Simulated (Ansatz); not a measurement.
## MgO: response to strain

Base system: MgO in the rock salt structure (space group Fm-3m, No. 225; a = 4.159 Å). Axes: x, y, z lie along the cube axes.

Strains are applied to the cell and any free atomic positions relax; under biaxial strain the out-of-plane vector relaxes too.

Method: plane-wave PAW DFT at the LDA level (Ansatz, a first-principles code, 420 eV), no SOC.

| biaxial strain, plane normal [111], relaxed out of plane (%) | band gap (eV) |
|---|---|
| 0 | 5.03 |
| 0.42 | 4.94 |
| 0.83 | 4.84 |
| 1.25 | 4.74 |
| 1.67 | 4.64 |
| 2.08 | ? |
| 2.5 | 4.45 |

Fit E_g = E₀ + Dε (ε in %) to the rows shown and predict the withheld row.

Least squares on the printed values gives E₀ = 5.03 eV, D = -234 meV per % of strain (largest residual 0.00 eV); this predicts 4.55 eV, and the run gives 4.55 eV, in agreement.

No phonon test of stability was made.
